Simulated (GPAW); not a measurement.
Worked example: self-consistent single point of Yb (Fm-3m, 1 atom in the cell) in GPAW.

Method of the run: PBE, GPAW PAW datasets PBE (gpaw-data 1.0.1) (plane waves; GPAW).

```yaml
crystal:
  lattice:
    - [0.00000, 2.75370, 2.75370]
    - [2.75370, 0.00000, 2.75370]
    - [2.75370, 2.75370, 0.00000]
  atoms:
    - { symbol: Yb, position: [0.00000, 0.00000, 0.00000] }
```

Reference input (self-consistent single point, DFT PBE, plane waves, GPAW PAW datasets PBE (gpaw-data 1.0.1)): mode = pw; ecut = 850 eV; xc = PBE; kpts = 5 5 5; mesh shift (steps) = 0 0 0; occupations.name = fermi-dirac; occupations.width = 0.1 eV; nbands = -7; symmetry.symmorphic = false; symmetry.tolerance = 0.0005; maxiter = 120. This run's input differs from it in these lines:

```diff
@@ -16,2 +16,3 @@
             nbands=-7,
+            convergence={'density': 0.01, 'energy': 0.05, 'eigenstates': 0.0004},
             symmetry={'symmorphic': False, 'tolerance': 0.0005},
```

Log, with long lists cut:

```
     iter     time        total  log10-change:
                         energy   eigst   dens
iter:   1 --:--:--    -4.748123
iter:   2 --:--:--    -1.459562   -0.60  -0.92
iter:   3 --:--:--    -1.359796   -2.85  -1.77
iter:   4 --:--:--    -6.090407   -0.54  -1.81
iter:   5 --:--:--    -1.212340   -0.70  -0.86
iter:   6 --:--:--    -1.220176   -2.17  -2.32c
iter:   7 --:--:--    -1.196039c  -3.38  -2.29c
iter:   8 --:--:--    -1.201125c  -4.51c -2.61c
Converged after 8 iterations.

Dipole moment: (-0.000000, -0.000000, 0.000000) |e|*Ang

Energy contributions relative to reference atoms: (reference = -382585.272641)

Kinetic:        -17.645025
Potential:      +15.935683
External:        +0.000000
XC:              +0.119523
Entropy (-ST):   -0.074991
Local:           +0.426189
SIC:             +0.000000
--------------------------
Free energy:     -1.238621
Extrapolated:    -1.201125

Showing only first 2 kpts
 Kpt  Band  Eigenvalues  Occupancy
  0    10      4.76412    1.98072
  0    11      4.76412    1.98072
  0    12      7.97257    0.00000
  0    13      7.97257    0.00000

  1    10      4.73731    1.98522
  1    11      4.73887    1.98499
  1    12      6.90733    0.00000
  1    13      8.31242    0.00000

Fermi level: 5.22731

Gap: 0.474 eV
Transition (v -> c):
   [... lines left out ...]
Direct/indirect transitions are different
Direct gap: 0.618 eV
Transition at: (s=0, k=5, n=11, [0.40, 0.40, -0.40])
Energy (eV): -1.201125

Forces in eV/Ang:
  0 Yb    0.00000   -0.00000    0.00000

Stress tensor:
     0.009225     0.000000    -0.000000
     0.000000     0.009225    -0.000000
    -0.000000    -0.000000     0.009225
Stress (GPa, Voigt): [ 1.4779  1.4779  1.4779 -0.     -0.      0.    ]
```

The run converged in 8 iterations. GPAW prints stress with tension positive. Against the reference run the free energy drops by 2.5 meV/atom and the pressure goes from -2.11 to -1.48 GPa.

The starting cell has typed, rounded lattice constants, without a prior relaxation at this level. Its lattice was rescaled by up to half a per cent. Spin-orbit coupling is off. Spin polarisation is off. The log's line on a gap gives a spacing of levels on this mesh, which the program prints for metals too.
